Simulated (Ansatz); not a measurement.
Start from HfO$_{2}$ (space group P4_2/nmc, No. 137; a = 3.568 Å, c = 5.167 Å).

The change: cell and atoms relaxed at a pressure of 50 GPa.

Computed with Kohn–Sham DFT with the PBEsol functional, run in Ansatz (an electronic-structure program) with PAW and 420 eV plane waves, no spin-orbit coupling, earlier PAW set.

Base, band edges from the VBM (valence, conduction): A 0.00, 5.88; M -0.44, 5.55; R -0.99, 5.18; X -0.16, 5.02; Z -0.01, 5.29; Γ -0.08, 4.57 eV.

Q: Give the band edges at the high-symmetry points of the new zone, measured from its valence-band maximum.

A: 
```json
[
 {"point": "Γ", "valence edge (eV)": "0.00", "conduction edge (eV)": "4.00"},
 {"point": "X", "valence edge (eV)": "-0.80", "conduction edge (eV)": "4.58"},
 {"point": "M", "valence edge (eV)": "0.00", "conduction edge (eV)": "4.00"},
 {"point": "Z", "valence edge (eV)": "-0.76", "conduction edge (eV)": "4.97"},
 {"point": "R", "valence edge (eV)": "-2.02", "conduction edge (eV)": "5.00"},
 {"point": "A", "valence edge (eV)": "-0.26", "conduction edge (eV)": "5.27"}
]
```

The gap is 4.00 eV, direct at Γ.

Spin-orbit coupling, missing from the scalar runs, can matter with Hf. Load acts through the strain it causes; cell and atoms are relaxed under it. No phonon test of stability was made. No other phases were tried under pressure. This is not the structure that HfO2 has at room temperature and ambient pressure.
